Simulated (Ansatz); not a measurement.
Cost and result by functional for the surface energy of the (332) surface of bcc Li in its 1x1 cell, outermost plane spacing 0.73 Å in the ideal cut, in Ansatz (plane waves, PAW). Single points on the PBE structure, on one kind of machine; costs are rough ratios of the slab run's core time (references not counted) to the cheapest single point. r2SCAN's cost holds its higher cutoff (500 against 420 eV). Differences are taken against r2SCAN for comparison alone: no measured value is at hand, so the table doesn't rank accuracy.

Set-up: 15 atoms, 10.3 Å thick at the start (thin: gaps and levels are the slab's own); mesh 8x7x1; 0.1 eV smearing; dipole correction on; all atoms relaxed; held to the start's symmetry, so lower structures may exist; no spin, no spin-orbit, no U. These notes are the PBE run's.

| functional | relative cost | surface energy (J/m²) | less r2SCAN (J/m²) |
|---|---|---|---|
| PBEsol | 1 | 0.55 | 0.02 |
| LDA | 1 | 0.58 | 0.04 |
| RPBE | 1 | 0.49 | -0.04 |
| r2SCAN | 2 | 0.53 | 0.00 |
| PBE (the relaxed run's value) | – | 0.53 | -0.01 |

The values span 0.08 J/m², while the single points' costs differ by a factor of roughly 2. Differences are of unrounded values.

Ansatz is a first-principles code.
